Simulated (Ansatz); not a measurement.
Consider CsSnI3 in the cubic perovskite structure (space group Pm-3m, No. 221; a = 6.2236 Å).

Method: r2SCAN (Ansatz, a quantum-chemistry and plane-wave program), no SOC.

One change was made to it. Results:

```csv
quantity,base,after
band gap,0.46 eV,zero
volume per atom,48.21 Å³,43.86 Å³
```

### Question
Name the change that was made.
A) Cs → La
B) I → Te
C) Sn → Mo

### Answer
A, Cs → La. For comparison, the volume per atom in the other runs: Sn → Mo gives 36.48 Å³; I → Te gives 40.12 Å³.

With I present, leaving out spin-orbit coupling can change the band edges. No phonon test of stability was made. As relaxed here, LaSnI3, CsMoI3 and CsSnTe3 are hypothetical phases, not in the database extracts checked. All final runs are without spin polarisation. An odd electron count without spin: CsSnTe3. Many cubic perovskites are stable only at high temperature; tilts and polar distortions were not tested. CsMoI3 has a high density of states at the Fermi level and may be magnetic at this level.
